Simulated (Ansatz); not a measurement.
Start from SrCl2 in the fluorite structure (space group Fm-3m, No. 225).

```xyz
3
Lattice="0.0000 3.5205 3.5205 3.5205 0.0000 3.5205 3.5205 3.5205 0.0000" Properties=species:S:1:pos:R:3 pbc="T T T"
Sr     0.0000     0.0000     0.0000
Cl     1.7603     1.7603     1.7603
Cl     5.2808     5.2808     5.2808
```

Calculations: PBE in Ansatz (plane waves to 420 eV, PAW, without spin-orbit coupling).

Base values:

| Item | Value |
|---|---|
| Pressure | 0.00 GPa |
| Gap character | indirect, X → Γ |
| Electron mass | 0.38 mₑ (at Γ) |
| Width of the top valence band | 1.01 eV |

Modification: the cell is scaled by 0.9750 in all directions; the atoms relax in the strained cell.

### Question
What does the calculation give for the energy relative to the base, pressure, gap character, electron mass and width of the top valence band after the change?

### Answer
The energy rises by 19 meV/atom; the pressure goes from zero to 3.03 GPa; the gap character becomes direct at X (base: indirect, X → Γ); the electron mass goes from 0.38 mₑ (at Γ) to 0.97 mₑ along k, 0.63 mₑ across (at X); the width of the top valence band grows by 0.10 eV to 1.11 eV.

Masses are band curvatures over ±0.01 Å⁻¹ around the edge. Along k means along the line from Γ to the band edge. No phonon test of stability was made.

Ansatz is a program for electronic structure.
